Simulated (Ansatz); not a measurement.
Related cells compared by their band gap.

Cell A: BP (zinc blende, F-43m), 2 atoms in the cell, k-point mesh 14×14×14 on the run's own vectors.
```
BP
1.0
    0.00000     2.26826     2.26826
    2.26826     0.00000     2.26826
    2.26826     2.26826     0.00000
B P
1 1
Direct
  0.00000   0.00000   0.00000
  0.75000   0.75000   0.75000
```

Cell B: BP (wurtzite, P6₃mc), 4 atoms in the cell; this is a cell from a database of computed structures that this text hasn't matched to a measured one, k-point mesh 12×12×6 on the run's own vectors.
```yaml
crystal:
  lattice:
    - [3.19081, 0.00000, 0.00000]
    - [-1.59540, 2.76332, 0.00000]
    - [0.00000, 0.00000, 5.29565]
  atoms:
    - { symbol: B, position: [0.66667, 0.33333, 0.50043] }
    - { symbol: B, position: [0.33333, 0.66667, 0.00043] }
    - { symbol: P, position: [0.66667, 0.33333, 0.87457] }
    - { symbol: P, position: [0.33333, 0.66667, 0.37457] }
```

Computed with Ansatz (plane waves, PAW), its default PAW set, cutoff 500 eV. The structures are at rest with r2SCAN. Neutral cells; Fermi-Dirac smearing of at most 0.05 eV in the solids, energies taken to zero width. A dispersion term ran beside these levels; it doesn't touch the electrons. Gaps are highest filled to lowest empty Kohn-Sham level on the run's k-point mesh, states of defects and surfaces included; edges off the mesh make the true gap smaller, and under 0.08 eV counts as none.

Predict the band gap (eV) of each cell with r2SCAN.


| cell | r2SCAN |
|---|---|
| A | 1.41 (indirect) |
| B | 1.19 (indirect) |

With r2SCAN the value of A exceeds that of B by 0.22 eV.

Ansatz is an electronic-structure program.
